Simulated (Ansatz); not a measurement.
**WC under a change: uniaxial strain ε_zz = −2.50 %**

Take WC (space group P-6m2, No. 187; a = 2.9127 Å, c = 2.8354 Å; relaxed with 0.1 eV smearing) as the base. Axes: x lies along a and z along c of the hexagonal cell.

Modification: the cell is compressed by 2.50 % along z with no lateral relaxation; the atoms relax in the strained cell.

Calculations: DFT with r2SCAN, PAW potentials and a 500 eV plane-wave cutoff in Ansatz (an electronic-structure program), no spin-orbit coupling. Γ-centred 23×23×20 mesh, Fermi–Dirac width 0.1 eV.

- Volume per atom = 10.16 Å³ (base 10.42 Å³)
- Space group = P-6m2 (No. 187) (base P-6m2 (No. 187))
- Shortest interatomic distance = 2.177 Å (base 2.199 Å)
- Energy relative to the base (free energy F) = +21 meV/atom
- Pressure (mean of the normal stresses, compression positive) = 12.2 GPa (base 0.0 GPa)
- Band gap = zero (base zero)
- Stress (xx, yy, zz, yz, xz, xy; compression positive) = (4.8, 4.8, 26.9, 0.0, 0.0, 0.0) GPa

Cost of the whole job for the changed cell (relaxation, final SCF and bands): about 50 core-seconds (a rough figure).

Stability against distortions was not tested. The final runs are not spin-polarised.
